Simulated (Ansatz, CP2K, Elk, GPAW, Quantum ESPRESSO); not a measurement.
**Code comparison for TiSi2 (Cmcm, 6 atoms in the cell)**

Self-consistent single point, at a second geometry (lattice scaled by 0.98). First geometry:

```
TiSi2
1.0
    1.79776    -6.88433     0.00000
    1.79776     6.88433     0.00000
    0.00000     0.00000     3.63113
Ti Si
2 4
Cartesian
  1.79776  -5.46450   2.72334
  1.79776   5.46450   0.90778
  1.79776  -0.80202   2.72334
  1.79776   0.80202   0.90778
  1.79776   3.44643   2.72334
  1.79776  -3.44643   0.90778
```

Shared settings, as Ansatz (an electronic-structure program) writes them: kpoints.mp_grid.grid = 7 7 7; scf.occupations.method = fermi_dirac; scf.occupations.width = 0.0073 Ry. Potentials and cutoffs stand in the table.

| code | model | ΔF from the first geometry (meV/atom) | pressure (GPa) | largest force (eV/Å) | cutoff |
|---|---|---|---|---|---|
| Ansatz | PBE, default PAW files | -8.1 | 2.69 | 0.210 | default |
| Elk | PBE, all-electron FP-LAPW, Elk's shipped species files, LAPW+lo basis | -5.5 | – | – | rgkmax 7.5 |
| GPAW | PBE, GPAW PAW datasets PBE (gpaw-data 1.0.1) | -4.3 | 3.34 | 0.226 | 800 eV |
| CP2K | PBE, GPW, DZVP-MOLOPT-SR-GTH basis, GTH-PBE potentials (GTH_POTENTIALS) | -5.5 | 3.22 | 0.204 | grid 600 Ry |
| Quantum ESPRESSO | PBE, SSSP 1.1.2 efficiency (PBE) pseudopotentials | -7.9 | 2.75 | 0.209 | 50 Ry |

Size of the force on each atom (eV/Å): Sizes of forces hide their directions.

```csv
code,Ti1,Ti2,Si3,Si4,Si5,Si6
Ansatz,0.024,0.024,0.210,0.210,0.016,0.016
GPAW,0.029,0.029,0.226,0.226,0.017,0.017
CP2K,0.002,0.002,0.204,0.204,0.014,0.014
Quantum ESPRESSO,0.025,0.025,0.209,0.209,0.016,0.016
```

A dash marks a value that a program does not give, or that is left out as unsure.

On Ansatz's run: spin polarisation is off.

The spread over the programs that give each value: ΔF from the first geometry within 3.8 meV/atom; pressure within 0.65 GPa; largest force within 0.022 eV/Å.

CP2K uses small atom-centred bases, whose incompleteness enters pressures, forces and empty levels differently from a plane-wave cutoff. Elk treats all electrons, but the usual bases taken here (sphere radii, linearisation, local orbitals, empty states) were not tested for convergence, so the values are no reference for the others. Ansatz's pressure is given at a fixed set of plane waves, as the other plane-wave codes print theirs.

The starting cell comes from a database of computed structures (which also holds hypothetical and non-ambient phases and stackings), without a prior relaxation at this level. Its lattice was rescaled by a random factor within 2.5 % of one. For this run, on top of that: lattice scaled by 0.98.

Keys are those of Ansatz 0.2.
